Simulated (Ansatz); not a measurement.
Consider this model of amorphous In9Ga9Zn9O38Sn.

```xyz
66
Lattice="9.5250 -0.0097 0.2878 -0.0097 9.2042 0.2530 0.2878 0.2530 9.5516" Properties=species:S:1:pos:R:3 pbc="T T T"
In     6.5284     1.7125     9.3672
In     0.3119     8.3756     5.4370
In     8.7577     4.7863     5.2370
In     1.4354     2.1085     3.8832
In     0.5076     2.5396     0.2249
In     8.5844     6.0916     1.9861
In     4.1905     4.1969     8.5674
In     6.8220     7.5272     4.8192
In     6.2477     3.1231     6.2041
Ga     9.2205     1.8281     7.2239
Ga     1.0197     5.1100     7.9175
Ga     9.1052     9.2208     2.9779
Ga     7.7813     5.0639     8.7021
Ga     5.6934     4.8669     3.6428
Ga     5.1650     9.1998     6.6399
Ga     2.2130     5.9561     0.6562
Ga     2.5682     1.5822     7.3079
Ga     7.5724     2.6256     2.9394
Zn     3.5072     0.1845     0.3689
Zn     3.7981     3.3568     1.7960
Zn     3.1337     8.3750     3.8218
Zn     5.1253     1.2634     3.2800
Zn     3.1018     4.1996     5.5961
Zn     0.5846     8.6991     9.1026
Zn     2.0679     5.8615     3.8132
Zn     7.2911     8.1894     8.3384
Zn     2.8975     7.2639     7.1972
O      9.3750     1.9633     2.4965
O      6.4449     6.7013     2.9034
O      8.0747     0.1090     4.2699
O      6.5263     5.1632     5.3578
O      1.2620     9.2251     3.5933
O      1.9719     0.9796     9.1178
O      1.1855     6.1424     2.1390
O      1.2863     1.2204     5.8932
O      3.9402     2.8391     6.7553
O      9.0310     8.9331     7.6807
O      8.5845     1.9248     9.0058
O      6.1934     7.6589     6.8107
O      3.6203     7.8918     1.9435
O      2.2573     3.9815     0.5291
O      2.1797     7.3192     5.2897
O      7.3607     6.5915     9.6812
O      8.3557     2.7985     5.9041
O      6.3523     3.9685     8.2737
O      8.9624     5.5103     7.2852
O      5.2309     4.6803     1.7852
O      1.2931     4.0946     4.5699
O      3.8823     5.1525     4.1368
O      1.4771     6.9276     8.7547
O      6.2843     1.2611     7.1580
O      3.3102     1.9852     3.0148
O      4.9017     8.9437     4.7388
O      4.1945     6.3094     9.3676
O      1.1963     3.1298     7.6625
O      8.8407     8.1743     1.5189
O      5.8636     8.8256     9.6814
O      2.8061     5.2947     7.2265
O      9.3148     4.7299     9.8254
O      8.0583     4.3904     3.1232
O      6.5886     1.4479     1.9274
O      6.0131     2.8697     4.0884
O      4.5224     2.3125     9.7110
O      8.8779     6.7780     4.5892
O      3.5225     9.0982     7.4754
Sn     5.2736     6.7960     1.1837
```

Method: PBE, scalar-relativistic without spin-orbit coupling (plane waves to 420 eV, PAW; Ansatz, a first-principles code).

It comes from a melt-quench run on a machine-learned potential (CHGNet), relaxed afterwards by DFT. O atoms were pushed apart under 1.9 Å during the dynamics, to hinder bonds among them. The hot cell started wider than the set density and was brought back towards it in steps. It is the lowest in DFT energy of 2 quenches. It is a model cell: composition and starting density were chosen by hand, and all elements were melted together. No dispersion term was used. Its density started from a set value of 5.91 and ended at 5.91 g/cm³. The quench (nominally 320 K/ps over its main leg) was far faster than any real one, so the model tends to hold more defects than a real film. One small periodic cell is one sample of the glass; other quenches scatter about these values. The volume was held where the preparation left it and the shape relaxed, at a PBE pressure of 0.5 GPa. Stress components on the final sampling reach 0.6 GPa.

Neighbours within In-In 3.12 Å, In-Ga 2.90 Å, In-Zn 2.90 Å, In-O 2.84 Å, In-Sn 3.09 Å, Ga-Ga 2.68 Å, Ga-Zn 2.68 Å, Ga-O 2.28 Å, Ga-Sn 2.87 Å, Zn-Zn 2.68 Å, Zn-O 2.42 Å, Zn-Sn 2.87 Å, O-O 1.58 Å, O-Sn 2.46 Å, Sn-Sn 3.06 Å count as bonded. Two cations that share two anions don't count as bonded, nor two that share one unless they lie closer than In-In 3.04 Å, In-Ga 2.82 Å, In-Zn 2.82 Å, In-Sn 3.01 Å, Ga-Ga 2.61 Å, Ga-Zn 2.61 Å, Ga-Sn 2.79 Å, Zn-Zn 2.61 Å, Zn-Sn 2.79 Å, Sn-Sn 2.97 Å.

**Question.** Give the coordination numbers, mean bond lengths and angles.

**Answer.** 
```json
{
 "Mean coordination of In by anions": "6.00 (1 with 5, 7 with 6, 1 with 7)",
 "Mean coordination of Ga by anions": "4.44 (5 with 4, 4 with 5)",
 "Mean coordination of Zn by anions": "4.00 (9 with 4)",
 "Mean coordination of O": "3.58 (16 with 3, 22 with 4)",
 "Mean coordination of Sn by anions": "6.00 (1 with 6)",
 "Mean In-O bond": "2.233 Å (spread 0.119 Å, 54 counted)",
 "Mean Ga-O bond": "1.939 Å (spread 0.086 Å, 40 counted)",
 "Mean Zn-O bond": "2.023 Å (spread 0.074 Å, 36 counted)",
 "Mean O-Sn bond": "2.117 Å (spread 0.044 Å, 6 counted)",
 "Bond angle at In": "mean 103.7°, spread 29.5°",
 "Bond angle at Ga": "mean 107.5°, spread 22.3°",
 "Bond angle at Zn": "mean 109.0°, spread 17.8°",
 "Bond angle at O": "mean 110.4°, spread 16.7°",
 "Bond angle at Sn": "mean 104.5°, spread 29.6°"
}
```

**Question.** List the pairs of like atoms that count as bonded by the rules above.

**Answer.** There are none by these rules.
